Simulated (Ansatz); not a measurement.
Structures of equal composition on the (100) surface of germanium (Ge plane on top): 1x1 symmetric dihydride; 1x1 canted dihydride. The slabs share one bottom face, and each structure is named by its start. These are constructed structures in small cells; real faces may alloy, dewet or reconstruct in larger ones, and not all known structures of the face are among them. Slabs of about 11 Å, Fermi-Dirac smearing of 0.025 eV. Bottom of the slabs: dihydride, held. Relaxed from the named starts with such symmetry as they have, on meshes of like density; energies extrapolated to zero smearing; spin only where a row says so; no spin-orbit coupling, no U. Brackets mark spin-polarised runs, whose order is one that fits the cell. Where a second, spin-polarised start was run, the lower counts.

Level of theory: PBE (plane waves to 420 eV, PAW; Ansatz, a program for electronic structure).

Q: Put the candidates in order of energy per 1x1 cell, lowest first, for PBE.

A: 1x1 canted dihydride (0.000 eV), 1x1 symmetric dihydride (0.034 eV)
